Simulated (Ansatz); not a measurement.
Band structure of AlN (F-43m, 2 atoms in the cell).

```yaml
crystal:
  lattice:
    - [0.00000, 2.19000, 2.19000]
    - [2.19000, 0.00000, 2.19000]
    - [2.19000, 2.19000, 0.00000]
  atoms:
    - { symbol: Al, position: [0.00000, 0.00000, 0.00000] }
    - { symbol: N, position: [0.25000, 0.25000, 0.25000] }
```

Level of theory: PBE (plane waves, PAW; Ansatz, a program for electronic structure).

Settings: kpoints.mp_grid.grid = 10 10 10; hamiltonian.xc = pbe; hamiltonian.pseudopotentials = {kind: paw} (the program's default PAW files); scf.occupations.method = fermi_dirac; scf.occupations.width = 0.01 eV; kpoints.band_path.npoints = 8.

The starting cell has typed, rounded lattice constants, without a prior relaxation at this level.

### Question
Predict the gap along the standard path and the places of the band edges.

### Answer
The gap along the path is 3.32 eV, from Γ to X; the smallest direct gap on it is 4.11 eV.

Levels in eV from the top of the valence band on the path, bands 1 to 7:
```tsv
point	1	2	3	4	5	6	7
Γ	-14.92	0.00	0.00	0.00	4.11	12.50	12.50
X	-12.27	-4.87	-1.76	-1.76	3.32	8.57	13.84
W	-12.22	-3.76	-3.40	-2.67	6.02	11.37	11.90
K	-12.29	-4.23	-3.60	-1.36	5.15	10.04	12.97
L	-12.90	-5.81	-0.48	-0.48	7.31	9.80	11.10
U	-12.29	-4.23	-3.60	-1.36	5.15	10.04	12.97
```

Keys are those of Ansatz 0.2.
